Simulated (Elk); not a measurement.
Band structure of Ni (Fm-3m, 1 atom in the cell).

```xyz
1
Lattice="0.0000 1.7371 1.7371 1.7371 0.0000 1.7371 1.7371 1.7371 0.0000" Properties=species:S:1:pos:R:3 pbc="T T T"
Ni     0.0000     0.0000     0.0000
```
Moments meant for the start (each program seeds them in its own way; μB, in the order of the atoms Ni): 1.0.

Method: PBE, all-electron FP-LAPW, Elk's shipped species files, default APW+lo basis (Elk).

Settings: xctype = 20; spinpol = true; swidth = 0.00367493 Ha; ngridk = 11 11 11; reducebf = 0.5; rmtscf = 0.91; nempty = 10 per atom; maxscl = 100; bfcmt = [[0.0, 0.0, -0.5]].

The starting cell has typed, rounded lattice constants, without a prior relaxation at this level. Its lattice was rescaled by a random factor within 2.5 % of one. With one magnetic atom in the cell only a parallel order is possible. Values depend on the basis (sphere radii, cutoffs, local orbitals), which need not be converged.

Levels in eV from the Fermi level, bands 4 to 11 of the first spin channel:
```
point      4      5      6      7      8      9     10     11
-----  -----  -----  -----  -----  -----  -----  -----  -----
Γ      -9.40  -1.79  -1.79  -1.79  -0.72  -0.72  25.32  29.18
X      -4.59  -3.83   0.07   0.41   0.41   2.34   9.75  15.26
W      -3.60  -2.62  -2.62  -0.79   0.42   8.08   8.08  10.34
K      -3.79  -3.39  -1.61  -0.54   0.13   6.03   7.62  10.46
L      -4.67  -1.92  -1.92  -0.52   0.16   0.16   6.32  23.33
U      -3.79  -3.39  -1.61  -0.54   0.13   6.03   7.62  10.46
```

Bands cross the Fermi level along this path, so the cell is metallic at this level.

The net moment of the cell came out as 0.58 μB.
